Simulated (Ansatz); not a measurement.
Cubic perovskite KMgF₃ was calculated with HSE06 (PAW; Ansatz, an electronic-structure program).

Settings: plane-wave cutoff 460 eV, 6×6×6 k mesh, Fermi–Dirac smearing 0.01 eV, scalar-relativistic PAW data made under PBE.

Computed points:

| V (Å³/atom) | E − E_lowest (meV/atom) |
|---|---|
| 12.187 | 8.63 |
| 12.508 | 2.20 |
| 12.828 | 0.00 |
| 13.063 | 0.76 |
| 13.470 | 6.19 |

**Question.** Estimate the bulk modulus and its pressure derivative from these points.

**Answer.** V0 = 12.852 Å³/atom, B0 = 73.0 GPa, B′ = 4.4 (fit to the energies at full precision).

Measured, for comparison: bulk modulus 75.1 GPa (room temperature, not corrected to a static lattice, our sources range from 71.2 to 75.1; as tabulated in Vaitheeswaran et al. (2007), arXiv:cond-mat/0703621); equilibrium volume per atom 12.70 Å³/atom (room temperature, not corrected to a static lattice; as tabulated in Vaitheeswaran et al. (2007), arXiv:cond-mat/0703621). Computed (rounded) less measured: bulk modulus -3 % (inside the range of the sources held), equilibrium volume per atom +1.2 %.

Computed values are for the static lattice.
